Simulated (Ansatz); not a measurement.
Start from GaAs in the zinc blende structure (space group F-43m, No. 216).

```cif
data_As4Ga4
_chemical_formula_sum 'As4 Ga4'
_space_group_name_H-M_alt 'F-43m'
_space_group_IT_number 216
_space_group_name_Hall 'F -4 2 3'
_cell_length_a 5.65942
_cell_length_b 5.65942
_cell_length_c 5.65942
_cell_angle_alpha 90.000
_cell_angle_beta 90.000
_cell_angle_gamma 90.000
loop_
_atom_site_label
_atom_site_type_symbol
_atom_site_symmetry_multiplicity
_atom_site_Wyckoff_symbol
_atom_site_fract_x
_atom_site_fract_y
_atom_site_fract_z
_atom_site_occupancy
As1 As 4 c 0.25000 0.25000 0.25000 1
Ga1 Ga 4 a 0.00000 0.00000 0.00000 1
```
(The calculation used a cell of 2 atoms; values per cell refer to that cell.)

Levels (all Ansatz, a program for electronic structure, PAW, earlier PAW set): PBEsol (420 eV, no SOC); HSE06+SOC (420 eV, spin-orbit coupling included).

The geometry is relaxed with PBEsol.

| Item | Value |
|---|---|
| PBEsol lowest conduction level above the VBM at special points | Γ 0.42 eV; L 0.92 eV; X 1.36 eV |
| PBEsol valence-band top at Γ | 0.00, 0.00, 0.00 eV |

With HSE06+SOC at the same geometry, the lowest conduction level above the VBM at special points becomes Γ 1.28 eV; L 1.63 eV; X 1.94 eV (PBEsol: Γ 0.42 eV; L 0.92 eV; X 1.36 eV); the valence-band top at Γ (three highest Kramers pairs, from the VBM) goes from 0.00, 0.00, 0.00 eV to 0.00, 0.00, -0.36 eV. The threefold valence maximum splits by Δso ≈ 0.36 eV.

Single points use the geometry relaxed with PBEsol. The spin-orbit shifts are approximate. The levels and masses belong to the bands next to the band gap. Stability against distortions was not tested.
